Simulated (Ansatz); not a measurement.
The decay constant κ of evanescent states in the gap governs leakage through a thin film.

Input:

```
NaF
1.0
    3.23274     0.00000     0.00000
   -1.61637     2.79964     0.00000
    1.61637     0.93321     2.63952
Na F
1 1
Cartesian
  0.00000   0.00000   0.00000
  0.00000   1.86643   1.31976
```

Space group of this cell: Fm-3m, rock salt. The cell is taken as given; by r2SCAN its mean pressure is 0.8 GPa.

Transport runs along the normal of the first two printed cell vectors, the (111) plane of the conventional cell.

The gap is the functional's own. No spin-orbit coupling. Mid-gap values are interpolated on the energy grid.

Estimate the band gap and the smallest decay constant κ at mid-gap that r2SCAN (Ansatz, a first-principles code) returns for this system.

Gap 7.37 eV on a 14×14×14 mesh; κ = 0.567 1/Å, at the zone centre.
